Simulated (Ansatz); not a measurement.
**Several settings converged on LaH3 (I4mm, 4 atoms in the cell)**

```xyz
4
Lattice="-1.8677 1.8677 3.0406 1.8677 -1.8677 3.0406 1.8677 1.8677 -3.0406" Properties=species:S:1:pos:R:3 pbc="T T T"
La     0.0000     0.0000     0.0500
H      0.0000     1.8677     1.5203
H      1.8677     0.0000     1.5203
H      0.0000     0.0000     3.0406
```

Base method: LDA (PW92), default PAW files made with PBE (plane waves; Ansatz, an electronic-structure program).

Base settings: basis.ecutwfc = 420 eV; kpoints.mp_grid.grid = 9 9 9; hamiltonian.xc = lda; hamiltonian.pseudopotentials = {kind: paw} (the program's default PAW files); scf.occupations.method = fermi_dirac; scf.occupations.width = 0.02 eV.

The count of work is k-points × plane waves × bands × iterations; it is no time. 

**The cutoff for other potential files**

Level: DFT, LDA (PW92), plane waves, harder PAW files (source: ansatz) made with PBE.

In this ladder: hamiltonian.pseudopotentials = {kind: paw, source: ansatz}.

The second cell is the first with its lattice scaled by 0.98.

The mesh stays at the base's, so the ladder's end is converged at best in this setting alone.

The first pressure column holds Ansatz's estimate of the finite-basis (Pulay) stress, which hides part of the cutoff error; the other is without it.

Only quantities that move along the ladder and can be compared are tabulated.

| basis.ecutwfc | free energy less the last step's (meV/atom) | energy of the compressed cell less the first (meV/atom) | pressure (GPa) | pressure without the Pulay estimate (GPa) | largest difference of a force vector from the last step's (eV/Å) | count of work / last |
|---|---|---|---|---|---|---|
| 360 eV | 34.92 | -1.86 | -2.95 | -4.75 | 0.013 | 0.10 |
| 440 eV | 11.91 | -1.92 | -2.97 | -3.65 | 0.001 | 0.15 |
| 560 eV | 2.47 | -2.11 | -3.02 | -3.22 | 0.000 | 0.21 |
| 680 eV | 0.49 | -2.16 | -3.04 | -3.08 | 0.000 | 0.27 |
| 800 eV | 0.19 | -2.16 | -3.04 | -3.04 | 0.000 | 0.36 |
| 960 eV | 0.16 | -2.16 | -3.04 | -3.04 | 0.000 | 0.47 |
| 1200 eV | 0.07 | -2.16 | -3.04 | -3.04 | 0.000 | 0.65 |
| 1600 eV | 0.00 | -2.17 | -3.04 | -3.04 | 0.000 | 1.0 |

Coarsest basis.ecutwfc that holds the free energy within 2 meV/atom of the last step, with all finer ones: 680 eV, at 0.27 of the last step's count of work; the step before is off by 2.5 meV/atom.

Coarsest basis.ecutwfc that holds the energy of the compressed cell less the first within 0.2 meV/atom of the last step, with all finer ones: 560 eV, at 0.21 of the last step's count of work; the step before is off by 0.25 meV/atom.

Coarsest basis.ecutwfc that holds the pressure without the Pulay estimate within 0.5 GPa of the last step, with all finer ones: 560 eV, at 0.21 of the last step's count of work; the step before is off by 0.61 GPa.

The energy difference between the two cells stays within 1 meV/atom of the last step's from 360 eV on, the total only from 680 eV on: much of the error is common to both cells and cancels.

At the lowest cutoff the pressure without the Pulay estimate lies 1.7 GPa under the last step's, the usual sign of Pulay stress in an incomplete plane-wave basis.

**The relaxed cell against the cutoff**

On LaH3 (I4/mmm, 4 atoms in the cell): atoms on their sites.

In this ladder: relax = cell and atoms.

The mesh stays at the base's, so the ladder's end is converged at best in this setting alone.

Only quantities that move along the ladder and can be compared are tabulated.

| basis.ecutwfc | relaxed volume (Å³/atom) | relaxation steps |
|---|---|---|
| 210 eV | 10.438 | 37 |
| 250 eV | 10.234 | 44 |
| 295 eV | 10.227 | 22 |
| 355 eV | 10.213 | 15 |
| 420 eV | 10.210 | 11 |
| 505 eV | 10.210 | 9 |
| 630 eV | 10.210 | 9 |
| 840 eV | 10.210 | 9 |

Coarsest basis.ecutwfc that holds the relaxed volume within 0.051 Å³/atom of the last step, with all finer ones: 250 eV; the step before is off by 0.23 Å³/atom.

At the lowest cutoff the cell relaxes to a volume 2.2 % larger than at the highest. Ansatz relaxes on a stress corrected for the finite basis.

On the base run: the starting cell comes from a database of computed structures (which also holds hypothetical and non-ambient phases and stackings), without a prior relaxation at this level. Its lattice was rescaled by up to half a per cent. One atom was moved a little off its site on purpose.

Keys are those of Ansatz 0.2.
